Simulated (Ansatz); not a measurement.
How the smallest direct gap on the k points sampled of LaBeNO (model structure, started from the LaZnOP type, P4/nmm, No. 129, 8 atoms in the cell) moves with the method

No measured value is used here.

| level (code) | value (eV) |
|---|---|
| LDA (Ansatz) | 2.20 |
| PBE+SOC (Ansatz) | 2.23 |
| PBEsol+SOC (Ansatz) | 2.18 |
| r²SCAN+SOC (Ansatz) | 2.61 |
| HSE06 (Ansatz) | 3.42 |

At these levels the smallest gap is indirect and lower: LDA 2.02, PBE+SOC 2.07, PBEsol+SOC 2.03, r²SCAN+SOC 2.46, HSE06 3.23 eV. Computed values are for a static lattice. Levels without +SOC have no spin–orbit coupling; where heavier elements are present it shifts gaps, mostly down, and can invert bands.  Values are at the PBEsol cell. Cutoffs and k meshes differ between the levels. Ansatz's density-functional and Hartree–Fock values are scalar-relativistic unless marked +SOC, with PAW data made under PBE.

A model structure was made by putting elements into a prototype or built by hand; it is no filed structure, need not be a known phase, and can be a saddle point held by its symmetry.

Ansatz is an electronic-structure program.
